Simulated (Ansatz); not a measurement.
The starting structures come from a database of crystals and need not be the phases stable at ambient conditions.

By PBEsol, the system below comes out a metal.

The ballistic (Sharvin) conductance counts the channels at the Fermi level: G/A = (e²/h) × channels of both spins per area.

```yaml
crystal:
  lattice:
    - [3.04096, 0.00000, 0.00000]
    - [0.00000, 3.40983, 0.00000]
    - [0.00000, 0.00000, 3.04096]
  atoms:
    - { symbol: Ta, position: [0.50000, 0.50000, 0.50000] }
    - { symbol: Ru, position: [0.00000, 0.00000, 0.00000] }
```

Space group of this cell: P4/mmm. The cell is taken as given; by PBEsol its mean pressure is -4.7 GPa.

The current flows along the normal of the first two printed cell vectors, the (100) plane of the conventional cell. No spin-orbit coupling; the value is a mean over 0.1 eV about the Fermi level.

Task: State the ballistic conductance per area according to PBEsol run with Ansatz (a program for electronic structure).

Result: 1.1 × 10¹⁵ S/m² for both spins.
